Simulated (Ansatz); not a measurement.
# bcc W (1 1 1) on zinc-blende GaSb (1 1 1) (film strained to the substrate, faces as cut)

A periodic stack without vacuum, bcc W (1 1 1) on zinc-blende GaSb (1 1 1) (film strained to the substrate, faces as cut): substrate slab Ga4Sb4, film W10, surface cells [[0, -1], [1, -1]] and [[1, -1], [1, 0]], film strained by -2.4 and -2.4 %, faces Sb/Ga and W/W as cut (like faces can put a slab off its formula).

The start was prepared with a machine-learned potential, and the result is one local minimum, with the in-plane cell held and forces under 0.04 eV/Å; the film can end far from its bulk form.

The numbers are results of PBE (plane waves to 420 eV, PAW; Ansatz, a quantum-chemistry and plane-wave program), not measurements. Scalar-relativistic, without spin–orbit coupling; the runs are not spin-polarised. Its k-point mesh 8×8×1, Fermi–Dirac width 0.05 eV.

The interface area is 16.7 Å². The period is 23.82 Å. The gaps between the outermost planes at the two interfaces is 0.77 and 1.73 Å and the Ga–W contacts across the interfaces within 1.22 times the sum of covalent radii is 7, mean 2.81 Å. The Sb–W contacts across the interfaces within 1.22 times the sum of covalent radii is 5, mean 2.98 Å.

```
Ga2W5Sb2
1.0
    4.39199    -0.00113     0.11374
    2.19459     3.80227     0.17967
    1.66331     0.54229    23.89772
Ga Sb W
4 4 10
Cartesian
  4.05564   2.91169   3.62630
  4.00552   0.30125   7.11964
  1.71171   1.45309  10.68882
  6.01408   3.89228  14.01901
  4.59313   3.29916   1.00979
  4.04355   0.35455   4.42727
  1.78622   1.54023   8.01049
  3.87737   2.68513  11.84872
  5.97128   1.30257  15.56902
  3.79620   2.59854  14.69153
  3.72583   2.50544  17.48203
  5.94308   3.80073  16.71300
  5.86994   3.71105  19.43710
  5.89394   1.20419  18.44500
  5.82351   1.11802  21.25283
  3.64797   2.41285  20.32026
  3.57595   2.32533  23.05763
  5.78037   3.61293  22.23001
```
